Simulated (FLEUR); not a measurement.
Band structure of PtAl2 (Fm-3m, 3 atoms in the cell).

```
PtAl2
1.0
    0.00000     3.02119     3.02119
    3.02119     0.00000     3.02119
    3.02119     3.02119     0.00000
Al Pt
2 1
Direct
  0.25000   0.25000   0.25000
  0.75000   0.75000   0.75000
  0.00000   0.00000   0.00000
```

Level of theory: FLEUR with PBE, all-electron FLAPW (FLEUR), scalar-relativistic valence.

Settings: Kmax = 4.4 1/bohr; GmaxXC = 13.2 1/bohr; xcFunctional = pbe; jspins = 1; l_soc = F; mode = hist; fermiSmearingEnergy = 0.00499791 Htr; mesh (inpgen div1-3) = 13 13 13; inpgen gamma flag = false; Gmax = 13.2 1/bohr; numbands = 0; maxIterBroyd = 25; imix = Anderson; alpha = 0.05.

The starting cell has typed, rounded lattice constants, without a prior relaxation at this level. Its lattice was rescaled by a random factor within 2.5 % of one. Spin-orbit coupling is off. Spin polarisation is off. Values depend on the basis (sphere radii, cutoffs, local orbitals), which need not be converged.

Levels in eV from the Fermi level, bands 8 to 15:
```json
[
 {"point": "Γ", "8": "-3.46", "9": "-3.46", "10": "2.45", "11": "3.77", "12": "3.77", "13": "3.77", "14": "5.05", "15": "5.05"},
 {"point": "X", "8": "-3.57", "9": "-3.23", "10": "-3.02", "11": "-1.49", "12": "-1.49", "13": "2.69", "14": "3.28", "15": "8.01"},
 {"point": "W", "8": "-3.57", "9": "-3.08", "10": "-2.66", "11": "-2.66", "12": "-0.86", "13": "4.90", "14": "4.90", "15": "6.05"},
 {"point": "K", "8": "-3.73", "9": "-3.41", "10": "-2.92", "11": "-1.93", "12": "-0.57", "13": "3.02", "14": "5.20", "15": "6.57"},
 {"point": "L", "8": "-3.52", "9": "-3.27", "10": "-3.27", "11": "1.01", "12": "1.01", "13": "3.62", "14": "4.79", "15": "4.88"},
 {"point": "U", "8": "-3.73", "9": "-3.41", "10": "-2.92", "11": "-1.93", "12": "-0.57", "13": "3.02", "14": "5.20", "15": "6.57"}
]
```
